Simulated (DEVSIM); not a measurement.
Structure: GaAs n-i-p diode, at 300 K.

| layer (left to right) | material | thickness (μm) | Nd (cm⁻³) | Na (cm⁻³) | τn (s) | τp (s) |
|---|---|---|---|---|---|---|
| 1 | GaAs | 0.960 | 1.3e17 | - | 2.2e-8 | 2.2e-8 |
| 2 | GaAs | 0.950 | - | 1e12 | 2.2e-8 | 2.2e-8 |
| 3 | GaAs | 0.580 | - | 4.6e17 | 2.2e-8 | 2.2e-8 |

Left contact: ohmic. Right contact: ohmic. Voltage is applied to the left contact. Recombination: SRH at mid-gap, radiative. Mobility is μmin + (μ − μmin)/(1 + (N/Nref)^α).

The device is made up for the run: typed textbook-type constants, with dimensions and the other settings drawn at random. Values at 300 K.

| parameter | GaAs |
|---|---|
| gap (eV) | 1.424 |
| affinity (eV) | 4.07 |
| permittivity | 12.9 |
| Nc (cm⁻³) | 4.7e17 |
| Nv (cm⁻³) | 9e18 |
| μn (cm²/Vs) | 8500 |
| μp (cm²/Vs) | 400 |
| μn,min | 500 |
| μp,min | 20 |
| Nref,n | 6e16 |
| Nref,p | 1.5e17 |
| αn | 0.39 |
| αp | 0.38 |
| B (cm³/s) | 2e-10 |

Model (solved in DEVSIM): 1D drift-diffusion, Boltzmann statistics, complete ionisation; no tunnelling, impact ionisation, image-force lowering or self-heating.

Tabulate band edges, carrier densities and field at 20.0 V on the left contact.

Energies count from the Fermi level of the right contact; mesh points crowd at the junctions.

```tsv
x (μm)	Ec (eV)	Ev (eV)	n (cm⁻³)	p (cm⁻³)	field (V/cm)
0.000	-19.967	-21.391	1.3e17	< 1e2	≈ 0
0.02754	-19.967	-21.391	1.3e17	< 1e2	≈ 0
0.08937	-19.967	-21.391	1.3e17	< 1e2	≈ 0
0.2141	-19.967	-21.391	1.3e17	< 1e2	≈ 0
0.5848	-19.967	-21.391	1.3e17	< 1e2	≈ 0
0.7935	-19.967	-21.391	1.3e17	< 1e2	190
0.8969	-19.704	-21.128	5.0e12	< 1e2	93000
0.9530	-18.895	-20.319	< 1e2	< 1e2	200000
0.9750	-18.443	-19.867	< 1e2	< 1e2	210000
1.019	-17.532	-18.956	< 1e2	< 1e2	210000
1.117	-15.489	-16.913	< 1e2	< 1e2	210000
1.434	-8.905	-10.329	< 1e2	< 1e2	210000
1.686	-3.665	-5.089	< 1e2	< 1e2	210000
1.816	-0.968	-2.392	< 1e2	< 1e2	210000
1.892	0.607	-0.817	< 1e2	170000	210000
1.915	1.090	-0.334	< 1e2	2.2e13	170000
1.948	1.341	-0.083	< 1e2	3.6e17	9900
2.020	1.347	-0.077	< 1e2	4.6e17	≈ 0
2.223	1.347	-0.077	< 1e2	4.6e17	≈ 0
2.377	1.347	-0.077	< 1e2	4.6e17	≈ 0
2.448	1.347	-0.077	< 1e2	4.6e17	≈ 0
2.490	1.347	-0.077	< 1e2	4.6e17	≈ 0
```
